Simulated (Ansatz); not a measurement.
**Cubic perovskite KZnF₃**

The numbers are results of HSE06 in Ansatz (plane waves, PAW), not measurements.

Numerical settings: plane-wave cutoff 500 eV, 6×6×6 k mesh, gaussian smearing 0.02 eV, scalar-relativistic PAW data made under PBE.

Cell (relaxed at this level):

```xyz
5
Lattice="4.0793 0.0000 0.0000 0.0000 4.0793 0.0000 0.0000 0.0000 4.0793" Properties=species:S:1:pos:R:3 pbc="T T T"
K      0.0000     0.0000     0.0000
Zn     2.0396     2.0396     2.0396
F      2.0396     0.0000     2.0396
F      0.0000     2.0396     2.0396
F      2.0396     2.0396     0.0000
```

| Property | Result |
|---|---|
| band gap | 6.28 eV (on the SCF k mesh) |

The result took roughly 8 core-minutes.

Ansatz is an electronic-structure program.
